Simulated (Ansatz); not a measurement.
Cost and result by functional for the surface energy of the (210) surface of bcc Rb in its 1x1 cell, outermost plane spacing 1.27 Å in the ideal cut, in Ansatz (plane waves, PAW). Single points on the PBE structure, on one kind of machine; costs are rough ratios of the slab run's core time (references not counted) to the cheapest single point. r2SCAN's cost holds its higher cutoff (500 against 420 eV). Differences are taken against r2SCAN for comparison alone: no measured value is at hand, so the table doesn't rank accuracy.

Slab: 9 atoms, 10.1 Å thick at the start (thin: gaps and levels are the slab's own); k 7x3x1, smearing 0.1 eV, dipole-corrected; all atoms relaxed; symmetry of the start imposed; no spin, no spin-orbit, no U. These notes are the PBE run's.

```tsv
functional	relative cost	surface energy (J/m²)	less r2SCAN (J/m²)
PBEsol	1	0.10	0.00
RPBE	1	0.07	-0.03
LDA	1	0.11	0.01
r2SCAN	3	0.10	0.00
PBE (the relaxed run's value)	–	0.09	-0.01
```

The values span 0.04 J/m², while the single points' costs differ by a factor of roughly 3. Differences are of unrounded values.

Ansatz is a quantum-chemistry and plane-wave program.
